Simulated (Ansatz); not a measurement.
CsCl-type PdIn was calculated with PBE (plane waves, PAW; Ansatz, a first-principles code).

Settings: plane-wave cutoff 520 eV, 18×18×18 k mesh, Fermi–Dirac smearing 0.05 eV, scalar-relativistic PAW data made under PBE.

Cell (relaxed at this level):

```yaml
crystal:
  lattice:
    - [3.30562, 0.00000, 0.00000]
    - [0.00000, 3.30562, 0.00000]
    - [0.00000, 0.00000, 3.30562]
  atoms:
    - { symbol: In, position: [0.00000, 0.00000, 0.00000] }
    - { symbol: Pd, position: [0.50000, 0.50000, 0.50000] }
```

Problem. Estimate the bulk modulus that the calculation returns.

Solution. 
- bulk modulus = 109 GPa

The run finds no gap.

Note: the bulk modulus is −V dP/dV from two relaxed cells at ±2 % in volume.

Spin–orbit coupling is not included.

The computed numbers hold no vibrational or temperature effects.

The result took around 40 core-seconds (rough).
